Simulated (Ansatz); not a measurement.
Consider WC (space group P-6m2, No. 187; relaxed with 0.1 eV smearing).

```yaml
crystal:
  lattice:
    - [2.89911, 0.00000, 0.00000]
    - [-1.44955, 2.51070, 0.00000]
    - [0.00000, 0.00000, 2.82680]
  atoms:
    - { symbol: W, position: [0.00000, 0.00000, 0.00000] }
    - { symbol: C, position: [0.33333, 0.66667, 0.50000] }
```

Cartesian axes are those of the cell as printed.

Level of theory: PBEsol (Ansatz, a program for electronic structure), no SOC.

For the base:

The pressure is 0.0 GPa.

Perturbation: a pure shear with ε_xz = ε_zx = 0.0200; the atoms relax in the strained cell.

Question: Estimate the effect on the energy relative to the base and pressure.

Answer: The energy goes up by 16 meV/atom; the pressure (mean of the normal stresses, compression positive) goes from zero to 0.7 GPa.

No phonon test of stability was made. The final runs are not spin-polarised.
